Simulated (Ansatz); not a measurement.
The starting structures come from a database of crystals and need not be the phases stable at ambient conditions.

 Where the default PAW files enter, the runs use the earlier of Ansatz's two default sets.

Given:

```
CELL_PARAMETERS angstrom
      4.83262     0.00000     0.00000
      0.00000     4.83262     0.00000
      0.00000     0.00000     7.42175
ATOMIC_POSITIONS crystal
  Te 0.02773 0.02773 0.50000
  Te 0.47227 0.52773 0.75000
  Te 0.97227 0.97227 0.00000
  Te 0.52773 0.47227 0.25000
  O  0.26021 0.13926 0.31512
  O  0.36074 0.76021 0.56512
  O  0.73979 0.86074 0.81512
  O  0.63926 0.23979 0.06512
  O  0.76021 0.36074 0.43488
  O  0.86074 0.73979 0.18488
  O  0.23979 0.63926 0.93488
  O  0.13926 0.26021 0.68488
```

Space group of this cell: P4_12_12. The cell is strained (lengths along the current scaled by 0.97, ions clamped); by r2SCAN its mean pressure is 6.3 GPa.

Transport runs along the normal of the first two printed cell vectors, the (001) (indices of the unstrained crystal) plane of the conventional cell.

The gap is the functional's own, uncorrected, and κ follows it; spin-orbit coupling is left out. Mid-gap values are interpolated between the computed energies.

Q: Compute, with r2SCAN (Ansatz, a first-principles code), the band gap and the smallest decay constant κ at mid-gap.

A: Gap 3.68 eV on a 6×6×4 mesh; κ = 0.392 1/Å, at (0.167, 0.167) of the in-plane reciprocal vectors. At the zone centre, at the nearest computed energy, the slowest state has κ = 0.41 1/Å.
